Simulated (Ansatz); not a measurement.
Checking a run of Ansatz (a program for electronic structure) on NaTi3 (P6_3/mmc, 8 atoms in the cell). The aim is a self-consistent single point with DFT, PBE, plane waves, default PAW files.

Cell that was meant: a = 6.2801 Å, b = 6.2801 Å, c = 5.0372 Å, α = 90.00°, β = 90.00°, γ = 120.00°.

Part of the input:

Ansatz 0.2 input:
```yaml
    - { symbol: Ti, position_ang: [1.62529920, 4.56420487, 3.77786700] }
    - { symbol: Na, position_ang: [-0.00000314, 3.62583981, 1.25928900] }
    - { symbol: Na, position_ang: [3.14007114, 1.81291719, 3.77786700] }
basis:
  ecutrho_ratio: 1
kpoints:
  mp_grid:
    grid: [5, 5, 5]
```

Log, with long lists cut:

```
   [... lines left out ...]
Symmetry: 24 space group operations
Space group: P63/mmc (ITA 194), of the structure as read, at distance tolerance 5.6e-5 Å
k-points: 15 of 125
Initial density: superposition of atomic densities (neutral atoms: chi_scale 0, normalization atom), corrected by the library's trained network
Initial wavefunctions: pseudopotential atomic-orbital guess
Eigensolver: davidson
Functional: x = pbe(κ = 0.804, μ = 0.2195149727645171), c = pbe(β = 0.06672455060314922)
SCF iter   1: F=—  HF=-17967.303681 eV  |F-HF|=—  |Δ(HF+E_count)|=         —  Δρ=9.53e-3  dr2=1.55e-1  ethr=1.77e-3  ⟨swp⟩=8.5  Hψ=3412  notcnv=0
all-band conjugate gradients solve this SCF's bands
preconditioner: auto → Kerker (q_TF=auto, 2.449 Å⁻¹)
SCF iter   2: F=—  HF=-17967.295710 eV  |F-HF|=—  |Δ(HF+E_count)|=   7.97e-3  S|Δr|=    0.00e0  Δρ=4.22e-3  dr2=3.47e-2  ethr=1.72e-4  ⟨swp⟩=2.0  Hψ=1109  notcnv=0
   [... lines left out ...]
SCF iter   7: F=—  HF=-17967.298544 eV  |F-HF|=—  |Δ(HF+E_count)|=   5.25e-6  S|Δr|=    0.00e0  Δρ=3.46e-5  dr2=1.96e-6  ethr=1.38e-8  ⟨swp⟩=2.1  Hψ=1415  notcnv=0
SCF iter   8: F=—  HF=-17967.298544 eV  |F-HF|=—  |Δ(HF+E_count)|=   4.84e-7  S|Δr|=    0.00e0  Δρ=1.27e-5  dr2=3.27e-7  ethr=2.17e-9  ⟨swp⟩=2.0  Hψ=1401  notcnv=0
SCF iter   9: F=-17967.298544 eV  HF=-17967.298544 eV  |F-HF|=3.24e-9  |Δ(HF+E_count)|=   7.86e-9  S|Δr|=    0.00e0  Δρ=3.73e-6  dr2=2.38e-8  ethr=1.11e-10  ⟨swp⟩=9.5  Hψ=3050  notcnv=0
SCF 1 converged in 9 iterations: F = -17967.298544 eV  dr2 = 2.38e-8
Stability not checked (fill_not_monotonic)
Free energy (F): -17967.298544 eV
Internal energy: -17967.298369 eV  (E = F + TS)
E sigma→0 (E₀):  -17967.298486 eV
Entropy (-TS):   -0.000174 eV (-0.022 meV/atom)
Fermi energy:    8.707652 eV
--- Forces (eV/Å), atoms counted from 1 ---
  atom   1  Ti     0.00000000     0.17772660     0.00000000
  atom   2  Ti    -0.15391575     0.08886330    -0.00000000
  atom   3  Ti    -0.15391575    -0.08886330     0.00000000
   [... lines left out ...]
  P = ⅓ Tr σ = 5.2756 GPa (52.756 kbar)
  The stress holds the Pulay correction, which leaves out the density cutoff's part. Without it, at fixed plane waves, as pw.x and ABINIT print it …
settings of this run that can trade accuracy for cost: basis.ecutrho_ratio < 4. Do not mix this run's numbers with those of runs without the same settings …
```

### Question
Is anything amiss in this input, and did it matter?

### Answer
The run is not sound. The fault is a density cutoff or grid that is too coarse. The density and potential grid has to resolve products of orbitals and any augmentation charge. To fix it, restore the density cutoff. The run converged in 9 iterations without an error; against the sound input the free energy goes down by 291 meV/atom, the pressure goes from -6.56 to 5.28 GPa and the largest force goes from 0.514 to 0.178 eV/Å. The full log also holds (shortened here): “WARN basis.ecutrho_ratio = 1 (ecutrho = 420 eV) is below the records' recommended cutoff”. At a fixed set of plane waves, without the program's Pulay estimate, the pressure is 5.12 GPa against -6.56 GPa.

An input that runs soundly differs in these lines (not the only fix; some lines may just follow from the change or write a value another way):
```diff
-basis:
-  ecutrho_ratio: 1
```

With that input, the run converged in 8 iterations: free energy E − TS (on the zero of these files) -17964.9666 eV; Fermi level (on the code's own zero) 8.62 eV; pressure -6.56 GPa; largest force (vector length) 0.514 eV/Å (DFT, PBE, plane waves, default PAW files).

On the sound input: the starting cell was generated: these elements placed on a structure prototype, without a prior relaxation; it need not be a known phase or ordering of this composition. Spin polarisation is off. With a pressure of about -7 GPa the cell is away from its equilibrium volume at this level. Ansatz's pressure includes its estimate of the finite-basis (Pulay) stress.
